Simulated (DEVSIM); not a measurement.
Structure: Schottky contact on p-type GaAs, at 400 K.

```
layer (left to right)  material  thickness (μm)  Na (cm⁻³)  τn (s)  τp (s)
---------------------  --------  --------------  ---------  ------  ------
1                          GaAs           0.520     2.3e17  1.5e-8  1.5e-8
2                          GaAs           0.740     1.2e18  1.5e-8  1.5e-8
```

Left contact: Schottky, work function 4.414 eV, emission velocity 9.6e6 cm/s. Right contact: ohmic. Voltage is applied to the left contact. Recombination: SRH at mid-gap, Auger. Mobility is μmin + (μ − μmin)/(1 + (N/Nref)^α).

The device is made up for the run: typed textbook-type constants, with dimensions and the other settings drawn at random. Values at 300 K; Nc and Nv go as T^1.5, mobilities as T to minus their exponent, the gap by Varshni's rule with the affinity fixed.

```
parameter             GaAs
----------------  --------
gap (eV)             1.424
affinity (eV)         4.07
permittivity          12.9
Nc (cm⁻³)           4.7e17
Nv (cm⁻³)             9e18
μn (cm²/Vs)           8500
μp (cm²/Vs)            400
μn,min                 500
μp,min                  20
Nref,n                6e16
Nref,p              1.5e17
αn                    0.39
αp                    0.38
T exponent of μn       2.1
T exponent of μp       2.2
Cn (cm⁶/s)           1e-30
Cp (cm⁶/s)           1e-30
Varshni α (eV/K)  0.000541
Varshni β (K)          204
```

DEVSIM, 1D drift-diffusion, Boltzmann statistics, complete ionisation; no tunnelling, impact ionisation, image-force lowering or self-heating. Metal contacts follow the ideal Schottky-Mott rule: no Fermi-level pinning, no interface dipoles.

Task: Give the small-signal capacitance in reverse bias (quasi-static).

Result: 
```tsv
V (V)	C (nF/cm²)
0.04	153
0.1	148
0.2	141
0.3	135
0.4	129
0.6	120
0.8	113
1	106
1.3	98.8
1.6	92.6
```
